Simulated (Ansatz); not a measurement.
# A self-consistent single point of InCu₂ (P3m1, 6 atoms in the cell) with Ansatz

Method: PBEsol, default PAW files made with PBE (plane waves; Ansatz, an electronic-structure program).

The input file:

Ansatz 0.2 input:
```yaml
crystal:
  lattice:
    - [4.468114, 0.000000, 0.000000]
    - [-2.234057, 3.869501, 0.000000]
    - [0.000000, 0.000000, 5.384325]
  atoms:
    - { symbol: In, position: [0.666667, 0.333333, 0.759286] }
    - { symbol: In, position: [0.333333, 0.666667, 0.250000] }
    - { symbol: Cu, position: [0.000000, 0.000000, 0.000000] }
    - { symbol: Cu, position: [0.000000, 0.000000, 0.500000] }
    - { symbol: Cu, position: [0.666667, 0.333333, 0.250000] }
    - { symbol: Cu, position: [0.333333, 0.666667, 0.750000] }
basis:
  ecutwfc: 420.0 eV
kpoints:
  mp_grid: { grid: [9, 9, 6] }
hamiltonian:
  xc: pbesol
  pseudopotentials: { kind: paw }
scf:
  occupations: { method: fermi_dirac, width: 0.1 eV }
output:
  forces: true
  eigenvalues: true
  stress: true
```

Output, abridged:

```
WARN the atoms were moved onto the symmetric positions of the space group found under crystal.symmetry.tolerance 1.0e-5 (fractional …
WARN ansatz: RAYON_NUM_THREADS=1 ignored (pool sized by the plan → 1); use --threads N
Pseudopotentials: kind: paw
Pseudopotential: In, paw, valence charge 13
Pseudopotential: Cu, paw, valence charge 19
Crystal: 6 atoms, lattice volume = 93.092 Å³
Basis set: ecut = 420 eV, 1847 PW (Γ), exchange–correlation on 60×60×72 points (8 copies of the dense FFT grid, shifted against one another)
Bands: 62, of which v1, the nominal top of the filled ones, is band 51 counted from 1 (50 counted from 0)
Symmetry: 6 space group operations
Space group: P3m1 (ITA 156), of the structure as read, at distance tolerance 4.5e-5 Å
k-points: 62 of 486 (time reversal used)
PAW frozen core: In, regenerated for the run's functional, and the local potential with it
PAW frozen core: Cu, regenerated for the run's functional, and the local potential with it
Initial density: superposition of atomic densities (neutral atoms: chi_scale 0, normalization atom), corrected by the library's trained network
Initial wavefunctions: pseudopotential atomic-orbital guess
Eigensolver: davidson
Functional: x = pbesol(κ = 0.804, μ = 0.12345679012345678), c = pbesol(β = 0.046)
SCF iter   1: F=—  HF=-37405.416667 eV  |F-HF|=—  |Δ(HF+E_count)|=         —  Δρ=1.51e-2  dr2=1.17e-1  ethr=1.77e-3  ⟨swp⟩=5.9  Hψ=14058  notcnv=0  defer=39
all-band conjugate gradients solve this SCF's bands
preconditioner: auto → Kerker (q_TF=auto, 2.770 Å⁻¹)
SCF iter   2: F=—  HF=-37405.392174 eV  |F-HF|=—  |Δ(HF+E_count)|=   2.45e-2  Δρ=1.93e-3  dr2=2.84e-3  ethr=1.14e-4  ⟨swp⟩=2.0  Hψ=6357  notcnv=0  defer=126
SCF iter   3: F=—  HF=-37405.390624 eV  |F-HF|=—  |Δ(HF+E_count)|=   1.55e-3  Δρ=1.75e-3  dr2=2.19e-3  ethr=2.78e-6  ⟨swp⟩=2.0  Hψ=5823  notcnv=0  defer=126
SCF iter   4: F=—  HF=-37405.389906 eV  |F-HF|=—  |Δ(HF+E_count)|=   7.18e-4  Δρ=2.68e-4  dr2=5.21e-5  ethr=2.15e-6  ⟨swp⟩=2.1  Hψ=5008  notcnv=0  defer=126
SCF iter   5: F=—  HF=-37405.389929 eV  |F-HF|=—  |Δ(HF+E_count)|=   2.30e-5  Δρ=1.60e-4  dr2=2.80e-5  ethr=5.11e-8  ⟨swp⟩=2.0  Hψ=6871  notcnv=0  defer=126
SCF iter   6: F=—  HF=-37405.389929 eV  |F-HF|=—  |Δ(HF+E_count)|=   1.09e-7  Δρ=1.27e-4  dr2=7.94e-6  ethr=2.75e-8  ⟨swp⟩=2.0  Hψ=5088  notcnv=0  defer=126
SCF iter   7: F=—  HF=-37405.389926 eV  |F-HF|=—  |Δ(HF+E_count)|=   2.75e-6  Δρ=1.84e-5  dr2=7.46e-7  ethr=7.78e-9  ⟨swp⟩=2.0  Hψ=5144  notcnv=0  defer=126
SCF iter   8: F=-37405.389926 eV  HF=-37405.389926 eV  |F-HF|=3.07e-8  |Δ(HF+E_count)|=   8.34e-8  Δρ=4.23e-6  dr2=3.79e-8  ethr=9.80e-11  ⟨swp⟩=7.5  Hψ=17188  notcnv=0
SCF 1 converged in 8 iterations: F = -37405.389926 eV  dr2 = 3.79e-8
SCF converged after 8 iterations
Free energy (F): -37405.389926 eV
Harris-Foulkes:  -37405.389926 eV  (|F-HF|=3.07e-8)
Internal energy: -37405.347109 eV  (E = F + TS)
E sigma→0 (E₀):  -37405.368518 eV
Entropy (-TS):   -0.042817 eV (-7.136 meV/atom)
Fermi energy:    14.536430 eV
--- Per-component energies (eV) ---
  E_band       = -1572.195427
  E_kinetic    = 1687.313032
  E_local      = -20080.832039  (includes V_loc(G=0)·N_el)
  E_nonlocal   = 2318.137642
  E_hartree    = 8796.856527
  E_xc         = -780.787013
  E_vxc        = -658.443125  (∫ρ·V_xc dr)
  E_paw        = -14688.775621  (= ΣΔE_a)
  E_vpaw       = -2432.079736  (= ΣTr[D̂ρ^β])
  E_aug_tail   = 0.001097  (compensation charges beyond the density's cutoff)
  E_ewald      = -14658.557348
  E_core_change = 1.296614  (= ΣΔE_core)
  E_smearing   = -0.042817  (= −TS)
  E_closure    = -0.000000  (closes the sum)
  Σ components = -37405.389926   (vs F -37405.389926, Δ=0.00e0)
--- Forces (eV/Å), atoms counted from 1 ---
  atom   1  In    -0.00000000    -0.00000000    -0.26473776
  atom   2  In    -0.00000000     0.00000000     0.05075509
  atom   3  Cu     0.00000000    -0.00000000     0.02322842
  atom   4  Cu     0.00000000     0.00000000     0.02297863
  atom   5  Cu     0.00000000    -0.00000000     0.22218857
  atom   6  Cu     0.00000000     0.00000000    -0.05440961
  max |Σ_I F_I| component: 3.34e-6 eV/Å
--- Stress (GPa, compression-positive) ---
       -6.017955      -0.000000      -0.000000
       -0.000000      -6.017955      -0.000000
       -0.000000      -0.000000      -5.387655
  P = ⅓ Tr σ = -5.8079 GPa (-58.079 kbar)
  The stress holds the Pulay correction. Without it, at fixed plane waves, as pw.x and ABINIT print it: P = -5.8897 GPa
--- Band table (eV; the first three rows and the last of 62) ---
  k-point 0: bands = ["-98.2875", "-98.2844", "-97.9893", "-97.9393", "-55.8219", "-55.8219", "-55.8190", "-55.8190", "-55.8163", "-55.8126", "-55.5259", "-55.5259", "-55.5131", "-55.4740", "-55.4740", "-55.4589", "-0.2319", "-0.1320", "-0.1306", [...]
  k-point 1: bands = ["-98.2875", "-98.2844", "-97.9893", "-97.9393", "-55.8219", "-55.8219", "-55.8190", "-55.8190", "-55.8163", "-55.8126", "-55.5259", "-55.5259", "-55.5120", "-55.4740", "-55.4740", "-55.4600", "-0.2193", "-0.1467", "-0.1467", [...]
  k-point 2: bands = ["-98.2875", "-98.2843", "-97.9893", "-97.9393", "-55.8219", "-55.8219", "-55.8189", "-55.8189", "-55.8163", "-55.8126", "-55.5259", "-55.5259", "-55.5097", "-55.4740", "-55.4740", "-55.4623", "-0.1890", "-0.1553", "-0.1553", [...]
  k-point 61: bands = ["-98.2875", "-98.2843", "-97.9893", "-97.9393", "-55.8220", "-55.8219", "-55.8191", "-55.8189", "-55.8164", "-55.8127", "-55.5259", "-55.5259", "-55.5084", "-55.4740", "-55.4740", "-55.4635", "-0.1461", "-0.1443", "-0.1111", [...]
```

The run converged in 8 iterations.

The starting cell comes from a database of computed structures (which also holds hypothetical and non-ambient phases and stackings), without a prior relaxation at this level. Its lattice was rescaled by up to half a per cent. One atom was moved a little off its site on purpose. Spin polarisation is off. With a pressure of about -6 GPa the cell is away from its equilibrium volume at this level. Ansatz's pressure includes its estimate of the finite-basis (Pulay) stress.

Cost on one core of a shared machine: roughly 40 s.
